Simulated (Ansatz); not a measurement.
**TiC: stress against strain**

TiC (rock salt, Fm-3m, 9.892 Å³/atom at rest, cube axes along x, y and z) under a strain ε along a cube axis (axis z), the other axes held. PBEsol in Ansatz, a plane-wave DFT program (PAW, default set), 420 eV, 23×23×23 Γ-centred mesh, Fermi-Dirac smearing 0.10 eV; ions are relaxed within the symmetry of each cell. Stress is positive for a compressed cell.

Here s stands for strain and y for stress zz.

```
strain (%)  stress zz (GPa)
----------  ---------------
-1.50                  9.05
-1.00                  5.87
-0.50                  2.85
0.00                   0.00
0.50                  -2.70
1.00                  -5.25
1.50                  -7.66
3.00                      ?
```

The 7 complete rows are fitted with a straight line, y against s. Means: s 0, y 0.309. About the means, the sum of products is -38.960 and the sum of squares of s is 7.0000; the slope is their ratio. Least squares gives y = 0.309 - 5.5657·s. Residuals (row less fit): 0.392, -0.005, -0.242, -0.309, -0.226, 0.007, 0.380; standard error 0.317 (degrees of freedom: 5). The slope gives the elastic constant C11 = 557 ± 12 GPa.

Question: What does the fit predict for y at s = 3.00, and how far is the calculated value from it?

Answer: y = 0.309 - 5.5657 × 3.0 = -16.388 GPa. The calculation gives -14.09 GPa, 2.298 GPa above the prediction (9.9 % of the range of y in the table). The row lies outside the fitted rows, so this is an extrapolation. From the scatter of the fitted rows alone, a prediction at this place has a standard error of 0.494 GPa, so the miss is 4.7 times that.

One order more, fitted to all 13 runs of the series, follows each within 0.07, so the miss is the next term of a smooth law. In a metal these values are sensitive to mesh and smearing; energies are taken to zero smearing, stresses follow the free energy. Rows are the converged runs of the series near zero and its far end; series whose fitted rows scatter by over a few per cent of the range, as at a crossing or softening among them, aren't shown in this form. Most that stay on the fit to the last digits aren't either.
